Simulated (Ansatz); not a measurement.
Given:

```yaml
crystal:
  lattice:
    - [3.05607, 0.00000, 0.00000]
    - [-1.52804, 2.64664, 0.00000]
    - [0.00000, 0.00000, 10.00311]
  atoms:
    - { symbol: Si, position: [0.66667, 0.33333, 0.93782] }
    - { symbol: Si, position: [0.33333, 0.66667, 0.43782] }
    - { symbol: Si, position: [0.00000, 0.00000, 0.68792] }
    - { symbol: Si, position: [0.00000, 0.00000, 0.18792] }
    - { symbol: C, position: [0.66667, 0.33333, 0.74981] }
    - { symbol: C, position: [0.33333, 0.66667, 0.24981] }
    - { symbol: C, position: [0.00000, 0.00000, 0.50044] }
    - { symbol: C, position: [0.00000, 0.00000, 0.00044] }
```

All values below come from PBEsol, rigid bands (plane waves, PAW, scalar-relativistic; Ansatz, an electronic-structure program). Condition of this run: hydrostatic pressure 5 GPa (the target of the relaxation). How the cell was made: cell and atoms relaxed with PBEsol, then loaded as said.

Question: What conductivity effective mass do dilute electrons have at 300 K?

Answer: 0.38 (x), 0.38 (y), 0.34 (z) mₑ.

Question: What conductivity effective mass do dilute holes have at 300 K?

Answer: 1.29 (x), 1.29 (y), 1.43 (z) mₑ.

Question: And the band gap?

Answer: 2.12 eV at this level; semilocal functionals usually fall short of the measured gap.

Rigid bands, one relaxation time for all states, no polarons. Spin-orbit coupling is left out; where it splits the top of the valence band it changes the hole mass and lowers the gap by about a third of the splitting.
